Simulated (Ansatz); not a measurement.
Consider the following.

End structure of the (321) surface of bcc Ta in its 1x1 cell, outermost plane spacing 0.89 Å in the ideal cut:

```xyz
12
Lattice="2.8744 0.0000 0.0000 -0.9581 7.1699 0.0000 0.0000 0.0000 26.0000" Properties=species:S:1:pos:R:3 pbc="T T T"
Ta     2.0387     2.6029     8.3436
Ta     0.9846     5.0589     9.0619
Ta     0.9321     0.4968     9.8680
Ta     0.0287     3.0697    10.8311
Ta     1.9329     5.6413    11.6543
Ta     1.9196     1.0101    12.5616
Ta     0.9548     3.5991    13.4384
Ta    -0.0166     6.1379    14.3457
Ta    -0.0287     1.5395    15.1690
Ta     1.9423     4.1125    16.1320
Ta     0.9317     6.7203    16.9381
Ta     0.8356     2.0064    17.6564
```

Set-up: 12 atoms, 9.8 Å thick at the start (thin: gaps and levels are the slab's own); mesh 13x6x1; 0.1 eV smearing; dipole correction on; single point; on the structure that PBE left under its start's symmetry; no spin, no spin-orbit, no U.

### Question
Give the surface energy (mean of both faces) at the level r2SCAN, at the PBE geometry in Ansatz (a program for electronic structure).

### Answer
2.84 J/m²

### Question
What work function of the top face does r2SCAN, at the PBE geometry give?

### Answer
4.17 eV
